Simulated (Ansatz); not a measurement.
## InSb, response to strain

Base system: InSb in the zinc blende structure (space group F-43m, No. 216; a = 6.5189 Å). Axes: x, y, z lie along the cube axes.

Strains are applied to the cell and any free atomic positions relax.

Method: Ansatz (an electronic-structure program) PBEsol, spin-orbit coupling left out.

Notes on the quantities. energy relative to the base: free energy F; pressure: mean of the normal stresses, compression positive.

```json
[
 {"variant": "base", "shortest interatomic distance": "5.334 bohr", "energy relative to the base": "0 meV/atom", "pressure": "0.0 GPa"},
 {"variant": "uniaxial strain ε_zz = −1.00 %", "shortest interatomic distance": "5.317 bohr", "energy relative to the base": "+0.7 meV/atom", "pressure": "0.4 GPa"},
 {"variant": "uniaxial strain ε_zz = −0.50 %", "shortest interatomic distance": "5.325 bohr", "energy relative to the base": "+0.2 meV/atom", "pressure": "0.2 GPa"},
 {"variant": "uniaxial strain ε_zz = +0.50 %", "shortest interatomic distance": "5.343 bohr", "energy relative to the base": "+0.2 meV/atom", "pressure": "-0.2 GPa"},
 {"variant": "uniaxial strain ε_zz = +1.00 %", "shortest interatomic distance": "5.352 bohr", "energy relative to the base": "+0.7 meV/atom", "pressure": "-0.4 GPa"},
 {"variant": "uniaxial strain ε_zz = +1.50 %", "shortest interatomic distance": "5.361 bohr", "energy relative to the base": "+1.5 meV/atom", "pressure": "-0.6 GPa"},
 {"variant": "uniaxial strain ε_zz = +2.00 %", "shortest interatomic distance": "5.370 bohr", "energy relative to the base": "+2.6 meV/atom", "pressure": "-0.8 GPa"},
 {"variant": "uniaxial strain ε_zz = +2.50 %", "shortest interatomic distance": "5.379 bohr", "energy relative to the base": "+4.0 meV/atom", "pressure": "-1.0 GPa"},
 {"variant": "uniaxial strain ε_zz = +3.00 %", "shortest interatomic distance": "…", "energy relative to the base": "…", "pressure": "…"}
]
```

**Question.** What belongs in the blanks?

**Answer.** 
- uniaxial strain ε_zz = +3.00 %, shortest interatomic distance: 5.388 bohr
- uniaxial strain ε_zz = +3.00 %, energy relative to the base: +5.8 meV/atom
- uniaxial strain ε_zz = +3.00 %, pressure: -1.2 GPa

Whether these cells are dynamically stable was not tested. The final runs are not spin-polarised.
